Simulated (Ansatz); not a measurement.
The structure below was relaxed with plane-wave PAW DFT at the r2SCAN level (Ansatz, an electronic-structure program, 500 eV), no SOC, earlier PAW set.

```
NiSi2
1.0
    0.00000     2.69486     2.69486
    2.69486     0.00000     2.69486
    2.69486     2.69486     0.00000
Ni Si
1 2
Direct
  0.00000   0.00000   0.00000
  0.25000   0.25000   0.25000
  0.75000   0.75000   0.75000
```

**Question.** Find the space group and the Wyckoff positions.

**Answer.** Space group Fm-3m (No. 225); a = 5.390 Å, b = 5.390 Å, c = 5.390 Å, α = 90.00°, β = 90.00°, γ = 90.00°

```json
[
 {"atom": "Ni", "site": "4a", "symmetry": "m-3m", "x": "0.0000", "y": "0.0000", "z": "0.0000"},
 {"atom": "Si", "site": "8c", "symmetry": "-43m", "x": "0.2500", "y": "0.2500", "z": "0.2500"}
]
```

**Question.** Describe the coordination.

**Answer.** The crystal has 12 atoms in its conventional cell. Cell: a = 5.3897 Å, b = 5.3897 Å, c = 5.3897 Å, α = 90.00°, β = 90.00°, γ = 90.00°. Ni is coordinated by 8 Si at 2.334 Å (cubic). Si has 4 Ni at 2.334 Å and 6 Si at 2.695 Å. (Neighbours: up to the widest gap in distance over summed covalent radii, below 1.35, at either atom; cation-cation and far metal-metal contacts left out.)

No phonon test of stability was made. Starting moments died away, wholly or in part, for Co → Ni; another magnetic solution may exist. The final runs are not spin-polarised. The cell was made from CoSi2 by this change: Co → Ni.
